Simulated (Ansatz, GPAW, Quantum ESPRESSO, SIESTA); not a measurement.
**One structure in several programs: Zn (P6_3/mmc, 2 atoms in the cell)**

Self-consistent single point.

```
Zn
1.0
    1.33000    -2.30363     0.00000
    1.33000     2.30363     0.00000
    0.00000     0.00000     4.95000
Zn
2
Direct
  0.33333   0.66667   0.25000
  0.66667   0.33333   0.75000
```

Shared settings, as Ansatz (a program for electronic structure) writes them: kpoints.mp_grid.grid = 14 14 7; scf.occupations.method = fermi_dirac; scf.occupations.width = 0.05 eV. Potentials and cutoffs stand in the table.

```json
[
 {"code": "SIESTA", "model": "LDA PW92, numerical atomic orbitals TZP, PseudoDojo LDA standard norm-conserving potentials (rewritten from UPF to PSML)", "pressure (GPa)": "-27.25", "cutoff": "grid 300 Ry"},
 {"code": "Quantum ESPRESSO", "model": "LDA (PZ), PSlibrary PAW (LDA) pseudopotentials", "pressure (GPa)": "-10.80", "cutoff": "50 Ry"},
 {"code": "Ansatz", "model": "LDA (PW92), default PAW files made with PBE", "pressure (GPa)": "-8.68", "cutoff": "default"},
 {"code": "GPAW", "model": "LDA (Perdew-Wang 92), GPAW PAW datasets LDA (gpaw-data 1.0.1)", "pressure (GPa)": "-8.95", "cutoff": "800 eV"}
]
```

The spread over the programs that give each value: pressure within 18.57 GPa.

SIESTA uses small atom-centred bases, whose incompleteness enters pressures, forces and empty levels differently from a plane-wave cutoff. Ansatz's pressure is given at a fixed set of plane waves, as the other plane-wave codes print theirs; with its correction for the finite basis it is -8.62 GPa. The same LDA comes in different parametrisations, which differ slightly. In the pressure, SIESTA (by 18.30) and Quantum ESPRESSO (by 1.85) lie more than 1 GPa from the median of the plane-wave programs.

The starting cell has typed, rounded lattice constants, without a prior relaxation at this level.

Left out of this page: ABINIT and FLEUR (with a known weakness of the program); Elk (not drawn, or without a comparable value).

Keys are those of Ansatz 0.2.
